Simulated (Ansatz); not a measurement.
Consider Y in the hcp (Mg type) structure (space group P6_3/mmc, No. 194; a = 3.656 Å, c = 5.679 Å).

Computed with DFT with PBE, PAW potentials and a 420 eV plane-wave cutoff in Ansatz (a quantum-chemistry and plane-wave program), without spin-orbit coupling, earlier PAW set.

For the base:

* **Shortest interatomic distance**: 3.538 Å
* **c/a ratio**: 1.553

Now apply this change: cell and atoms relaxed at a pressure of 7 GPa.

Question: What happens to the shortest interatomic distance and c/a ratio?

Answer: The shortest interatomic distance decreases by 0.157 Å to 3.381 Å; the c/a ratio increases by 0.0071 (1.553 → 1.561).

Load acts through the strain it causes; cell and atoms are relaxed under it. Stability against distortions was not tested. No other phases were tried under pressure. All final runs are without spin polarisation.
